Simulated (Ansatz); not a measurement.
**Several settings converged on Cu2HgGeSe4 (Fmm2, 8 atoms in the cell)**

```
CELL_PARAMETERS angstrom
     -2.92178     2.92178     5.58626
      2.92178    -2.92178     5.58626
      2.92178     2.92178    -5.58626
ATOMIC_POSITIONS crystal
  Cu 0.75000 0.25000 0.50000
  Cu 0.25000 0.75000 0.50000
  Ge 0.50448 0.50448 0.00000
  Hg 0.00000 0.00000 0.00000
  Se 0.40778 0.40778 0.54058
  Se 0.59222 0.13280 0.00000
  Se 0.86720 0.86720 0.45942
  Se 0.13280 0.59222 0.00000
```

Base method: PBEsol, default PAW files made with PBE (plane waves; Ansatz, an electronic-structure program).

Base settings: basis.ecutwfc = 30.9 Ry; kpoints.mp_grid.grid = 3 3 3; hamiltonian.xc = pbesol; hamiltonian.pseudopotentials = {kind: paw} (the program's default PAW files); scf.occupations.method = gaussian; scf.occupations.width = 0.0073 Ry.

The count of work is k-points × plane waves × bands × iterations; it is no time. Core times come from one kind of shared machine, to one figure; runs under 30 s give none.

**The cutoff for other potential files**

Level: DFT, PBEsol, plane waves, harder PAW files (source: ansatz) made with PBE.

In this ladder: hamiltonian.pseudopotentials = {kind: paw, source: ansatz}.

The second cell is the first with its lattice scaled by 0.98.

The mesh stays at the base's, so the ladder's end is converged at best in this setting alone.

The first pressure column holds Ansatz's estimate of the finite-basis (Pulay) stress, which hides part of the cutoff error; the other is without it.

Only quantities that move along the ladder and can be compared are tabulated.

| basis.ecutwfc | free energy less the last step's (meV/atom) | energy of the compressed cell less the first (meV/atom) | pressure (GPa) | pressure without the Pulay estimate (GPa) | largest difference of a force vector from the last step's (eV/Å) | count of work / last | core time / last (rough) |
|---|---|---|---|---|---|---|---|
| 27.2 Ry | 4520.38 | 11.05 | -2.98 | -158.54 | 0.129 | 0.088 | – |
| 33.1 Ry | 821.13 | -2.16 | -2.50 | -38.68 | 0.066 | 0.15 | – |
| 42.3 Ry | 42.13 | -6.54 | -2.61 | -5.47 | 0.010 | 0.21 | – |
| 51.1 Ry | 1.41 | -7.48 | -2.63 | -2.74 | 0.001 | 0.30 | 0.3 |
| 60.3 Ry | 0.39 | -7.51 | -2.63 | -2.63 | 0.000 | 0.38 | 0.4 |
| 72.4 Ry | 0.24 | -7.52 | -2.63 | -2.64 | 0.000 | 0.50 | 0.5 |
| 90.4 Ry | 0.08 | -7.52 | -2.63 | -2.63 | 0.000 | 0.70 | 0.7 |
| 120.5 Ry | 0.00 | -7.52 | -2.63 | -2.63 | 0.000 | 1.0 | 1 |

Coarsest basis.ecutwfc that holds the free energy within 2 meV/atom of the last step, with all finer ones: 51.1 Ry, at 0.30 of the last step's count of work and about 0.3 of the last step's time; the step before is off by 42 meV/atom.

Coarsest basis.ecutwfc that holds the pressure without the Pulay estimate within 1 GPa of the last step, with all finer ones: 51.1 Ry, at 0.30 of the last step's count of work and about 0.3 of the last step's time; the step before is off by 2.8 GPa.

Coarsest basis.ecutwfc that holds the pressure within 0.1 GPa of the last step, with all finer ones: 42.3 Ry, at 0.21 of the last step's count of work; the step before is off by 0.13 GPa.

The energy difference between the two cells stays within 1 meV/atom of the last step's from 42.3 Ry on, the total only from 60.3 Ry on: much of the error is common to both cells and cancels.

At the lowest cutoff the pressure without the Pulay estimate lies 156 GPa under the last step's, the usual sign of Pulay stress in an incomplete plane-wave basis.

**The density cutoff**

The mesh stays at the base's, so the ladder's end is converged at best in this setting alone.

Only quantities that move along the ladder and can be compared are tabulated.

| basis.ecutrho_ratio | free energy less the last step's (meV/atom) | pressure (GPa) | largest difference of a force vector from the last step's (eV/Å) |
|---|---|---|---|
| 2 | -9.17 | -2.24 | 0.018 |
| 3 | -0.19 | -2.63 | 0.000 |
| 4 | -0.01 | -2.64 | 0.000 |
| 5 | 0.00 | -2.64 | 0.000 |
| 6 | 0.00 | -2.64 | 0.000 |
| 8 | 0.00 | -2.64 | 0.000 |
| 10 | 0.00 | -2.64 | 0.000 |
| 12 | 0.00 | -2.64 | 0.000 |
| 16 | 0.00 | -2.64 | 0.000 |

Coarsest basis.ecutrho_ratio that holds the forces within 0.01 eV/Å of the last step, with all finer ones: 3; the step before is off by 0.018 eV/Å.

Coarsest basis.ecutrho_ratio that holds the pressure within 0.05 GPa of the last step, with all finer ones: 3; the step before is off by 0.41 GPa.

Coarsest basis.ecutrho_ratio that holds the free energy within 0.5 meV/atom of the last step, with all finer ones: 3; the step before is off by 9.2 meV/atom.

**The relaxed cell against the cutoff**

On Cu2HgGeSe4 (I-42m, 8 atoms in the cell): atoms on their sites.

In this ladder: relax = cell and atoms.

The mesh stays at the base's, so the ladder's end is converged at best in this setting alone.

Only quantities that move along the ladder and can be compared are tabulated.

```tsv
basis.ecutwfc	relaxed volume (Å³/atom)	relaxation steps	core time / last (rough)
18.4 Ry	23.032	40	2
21.7 Ry	22.795	16	0.9
26.1 Ry	22.788	7	0.4
30.9 Ry	22.779	5	0.4
37.1 Ry	22.782	5	0.5
46.3 Ry	22.780	5	0.7
61.7 Ry	22.779	5	1
```

Coarsest basis.ecutwfc that holds the relaxed volume within 0.023 Å³/atom of the last step, with all finer ones: 21.7 Ry; the step before is off by 0.25 Å³/atom.

At the lowest cutoff the cell relaxes to a volume 1.1 % larger than at the highest. Ansatz relaxes on a stress corrected for the finite basis.

On the base run: the starting cell comes from a database of computed structures (which also holds hypothetical and non-ambient phases and stackings), without a prior relaxation at this level. Its lattice was rescaled by up to half a per cent. One atom was moved a little off its site on purpose. Spin polarisation is off. The run gives no clean gap (levels at the Fermi energy touch, overlap or are partly filled at this smearing), which alone does not show that the compound is a metal. Without a gap this mesh is coarse (it stands for a supercell whose shortest vector is 18 Å).

Left out of this page: 1 run of the series stopped by limits of time or memory.

Keys are those of Ansatz 0.2.
